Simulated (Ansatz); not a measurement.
# Effect of uniaxial stress, 8 GPa tension along x on CaC2

The reference is CaC2 (space group C2/c, No. 15; a cell from a computed database, its experimental status unchecked).

```yaml
crystal:
  lattice:
    - [3.26011, -2.04177, 0.00000]
    - [3.26011, 2.04177, 0.00000]
    - [-2.01923, 0.00000, 7.00570]
  atoms:
    - { symbol: Ca, position: [0.17201, 0.82799, 0.75000] }
    - { symbol: Ca, position: [0.82799, 0.17201, 0.25000] }
    - { symbol: C, position: [0.42483, 0.14540, 0.56077] }
    - { symbol: C, position: [0.57517, 0.85460, 0.43923] }
    - { symbol: C, position: [0.85460, 0.57517, 0.93923] }
    - { symbol: C, position: [0.14540, 0.42483, 0.06077] }
```

Cartesian axes are those of the cell as printed.

The change: uniaxial stress, 8 GPa tension along x; all other stress components relax to zero.

Method: DFT with PBEsol, PAW potentials and a 420 eV plane-wave cutoff in Ansatz (a program for electronic structure), no SOC. Settings: 10×10×5 k-points, 0.05 eV Fermi–Dirac smearing.

The shortest interatomic distance rises by 0.003 Å to 1.261 Å and the energy grows by 45 meV/atom. The band gap grows by 0.76 eV, from 1.74 eV to 2.50 eV and the strain response (xx, yy, zz) comes out as (+35.28, −6.82, −17.39) %.

Beyond what the load breaks, stability against distortions was not tested. Under uniaxial stress, 8 GPa tension along x atoms moved by over 0.3 Å (layers or molecules slid or turned), so the response is not a plain elastic one. Under uniaxial stress, 8 GPa tension along x the cell changed shape so far that it is another structure.
